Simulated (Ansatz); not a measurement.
L1₂ (Cu3Au-type) Pt3Ti was calculated with LDA in Ansatz (plane waves, PAW).

Numerical settings: plane-wave cutoff 520 eV, 14×14×14 k mesh, Fermi–Dirac smearing 0.05 eV, no spin polarisation, scalar-relativistic PAW data made under PBE.

Cell (relaxed at this level):

```
CELL_PARAMETERS angstrom
      3.87316     0.00000     0.00000
      0.00000     3.87316     0.00000
      0.00000     0.00000     3.87316
ATOMIC_POSITIONS crystal
  Ti 0.00000 0.00000 0.00000
  Pt 0.00000 0.50000 0.50000
  Pt 0.50000 0.00000 0.50000
  Pt 0.50000 0.50000 0.00000
```

Give the computed bulk modulus B0 and pressure derivative B′ of the bulk modulus.


- bulk modulus B0: 283 GPa
- pressure derivative B′ of the bulk modulus: 5.0

The run finds no gap.

Spin–orbit coupling is not included.

Computed values are for the static lattice.

Ansatz is a quantum-chemistry and plane-wave program.
